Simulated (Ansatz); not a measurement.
The parent structure is SiS2 in the 2H-MoS2 type structure (space group P6_3/mmc, No. 194; a = 3.224 Å, c = 12.151 Å; a hypothetical phase, not in the database extracts checked; layered, stacked along the Cartesian z axis).

All numbers come from r2SCAN+rVV10 in Ansatz (plane waves to 500 eV, PAW, no SOC).

Before the change:

* **Band gap**: zero

Perturbation: a free-standing slab of 4 layers (12 atoms, 3 a layer) is cut normal to the stacking axis, with 15 Å of vacuum and the in-plane cell relaxed.

Question: What happens to the band gap and gap character?

Answer: The band gap goes from zero to 0.12 eV; the gap character comes out as indirect, Γ → M.

Stability against distortions was not tested. All final runs are without spin polarisation. Gaps under 0.05 eV, about the width of the smearing, are given as zero. The zero or small gap of SiS2 can change with the level of theory. Labels are those of the standard path for the cell's own space group.

Ansatz is an electronic-structure program.
